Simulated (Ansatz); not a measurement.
The starting structures come from a database of crystals and need not be the phases stable at ambient conditions.

 Where the default PAW files enter, the runs use the earlier of Ansatz's two default sets.

By PBEsol, the system below comes out a metal.

Without scattering a metal conducts by its projected Fermi surface.

```xyz
2
Lattice="3.9877 0.0000 0.0000 0.0000 3.9877 0.0000 1.9939 -1.9939 2.8773" Properties=species:S:1:pos:R:3 pbc="T T T"
In     1.9939     1.9939     0.0000
As     0.0000     0.0000     0.0000
```

Space group of this cell: I4/mmm. The cell is strained (lengths across the current scaled by 0.98, ions clamped); by PBEsol its mean pressure is -0.9 GPa.

The current flows along the normal of the first two printed cell vectors, the (001) (indices of the unstrained crystal) plane of the conventional cell. No spin-orbit coupling; the value is a mean over 0.1 eV about the Fermi level.

### Question
Give the ballistic conductance per area that PBEsol (Ansatz, a first-principles code) yields.

### Answer
0.75 × 10¹⁵ S/m² for both spins.
